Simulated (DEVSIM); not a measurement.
Device: illuminated Si n-on-p cell, one wavelength, at 250 K.

Layer 1 from the left is Si, thickness (μm) 0.0840, Nd (cm⁻³) 7.4e18, τn (s) 3.5e-5, τp (s) 3.5e-5, absorption coefficient (cm⁻¹) 890. Layer 2 from the left is Si, thickness (μm) 25.0, Na (cm⁻³) 1.6e16, τn (s) 5.7e-5, τp (s) 5.7e-5, absorption coefficient (cm⁻¹) 890.

Left contact: ohmic, minority hole recombination velocity 4000 cm/s. Right contact: ohmic, minority electron recombination velocity 10 cm/s. Voltage is applied to the left contact. Recombination: SRH at mid-gap, radiative, Auger. Light enters at the left, 3.6e15 photons cm⁻² s⁻¹, one pass, no reflection. Mobility is constant in doping.

This is a model device: material constants are rounded textbook-type values typed into the input, and sizes, dopings and lifetimes were drawn at random. Values at 300 K; Nc and Nv go as T^1.5, mobilities as T to minus their exponent, the gap by Varshni's rule with the affinity fixed.

Si: gap (eV) 1.124, affinity (eV) 4.05, permittivity 11.7, Nc (cm⁻³) 2.86e19, Nv (cm⁻³) 3.1e19, μn (cm²/Vs) 1417, μp (cm²/Vs) 470, T exponent of μn 2.3, T exponent of μp 2.2, B (cm³/s) 4.7e-15, Cn (cm⁶/s) 2.8e-31, Cp (cm⁶/s) 9.9e-32, Varshni α (eV/K) 0.000473, Varshni β (K) 636.

DEVSIM, 1D drift-diffusion, Boltzmann statistics, complete ionisation; no tunnelling, impact ionisation, image-force lowering or self-heating.

**Question.** What does the simulation give for the dark forward voltage at 100 A/cm², the dark forward voltage at 1 A/cm²?

**Answer.** dark forward voltage at 100 A/cm² 0.980 V; dark forward voltage at 1 A/cm² 0.882 V.
